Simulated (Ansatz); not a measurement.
N on the O site + 1 H in alpha quartz (start: the O site; H at the bond centre; 72-site cell, 2×2×2 Γ-centred sampling). Method: PBE, PAW (plane waves to 420 eV; Ansatz, an electronic-structure program). Total energies of the localised charge states, counted from that of charge +1, and their image corrections (point charge with alignment); the host's valence-band maximum lies at 1.990 eV on the cells' energy zero and its gap is 5.68 eV.

| charge | moment (μB) | E − E(first) (eV) | correction (eV) |
|---|---|---|---|
| +1 | 1.0 | 0.000 | 0.415 |
| 0 | not spin-polarised | 2.583 | 0.000 |

### Question
Derive the transition levels above the valence-band maximum and say which of them are thermodynamic.

### Answer
A level is the Fermi energy at which two charges have equal formation energy: ε(q/q′) = [E(q′) + corr(q′) − E(q) − corr(q)] / (q − q′) − E_VBM.
ε(+1/0) = [(2.583 + 0.000) − (0.000 + 0.415)] / 1 − 1.990 = 0.18 eV
Thermodynamic levels at least 0.1 eV inside the gap: (+1/0) at 0.18 eV. They hold to tenths of an eV in this cell. Charges with a result: +1, 0, −1. Others weren't obtained, and one of them could lie lower, also by skipping a charge. At charge −1 the carrier sat in host band states, shallow at most. The geometries come from one start. Flagged in the runs: a doubtful potential alignment, a host whose relaxation on this sampling wasn't shown to rest, a strain field that reaches the edge of the cell.
